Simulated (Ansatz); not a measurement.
## MoS2 under a change: pressure 0.3 GPa

Consider MoS2 (space group P6_3/mmc, No. 194; a = 3.109 Å, c = 11.709 Å; layered, stacked along the Cartesian z axis).

The change: cell and atoms relaxed at a pressure of 0.3 GPa.

Level of theory: PBEsol-D3(BJ) (Ansatz, an electronic-structure program; PAW; 420 eV plane waves; scalar-relativistic without spin-orbit coupling). Γ-centred 12×12×3 mesh, Fermi–Dirac width 0.05 eV.

```json
[
 {"quantity": "volume per atom", "base": "16.34 Å³", "changed": "16.26 Å³", "shift": "-0.072 Å³"},
 {"quantity": "density", "base": "5.42 g/cm³", "changed": "5.45 g/cm³", "shift": "+0.024 g/cm³"},
 {"quantity": "c/a ratio", "base": "3.766", "changed": "3.759", "shift": "-0.007"},
 {"quantity": "shortest interatomic distance", "base": "2.380 Å", "changed": "2.379 Å", "shift": "-0.001 Å"},
 {"quantity": "enthalpy H = E + PV relative to the base's energy", "base": "–", "changed": "+0.03 eV/atom", "shift": "–"},
 {"quantity": "band gap", "base": "0.52 eV", "changed": "0.50 eV", "shift": "-0.02 eV"},
 {"quantity": "gap character", "base": "indirect, Γ → K–Γ (44 % along)", "changed": "indirect, Γ → K–Γ (44 % along)", "shift": "–"},
 {"quantity": "smallest direct gap", "base": "1.79 eV", "changed": "1.80 eV", "shift": "+0.01 eV"},
 {"quantity": "width of the top valence band", "base": "1.88 eV", "changed": "1.89 eV", "shift": "+0.01 eV"},
 {"quantity": "hole mass", "base": "1.1 mₑ along c, 0.50 mₑ across (at Γ)", "changed": "1.2 mₑ along c, 0.49 mₑ across (at Γ)", "shift": "–"},
 {"quantity": "valence-band top at Γ (three highest levels, from the VBM)", "base": "0.00, -0.96, -1.60 eV", "changed": "0.00, -0.95, -1.62 eV", "shift": "–"}
]
```

Load acts through the strain it causes; cell and atoms are relaxed under it. Masses are band curvatures over ±0.01 Å⁻¹ around the edge. No phonon test of stability was made.
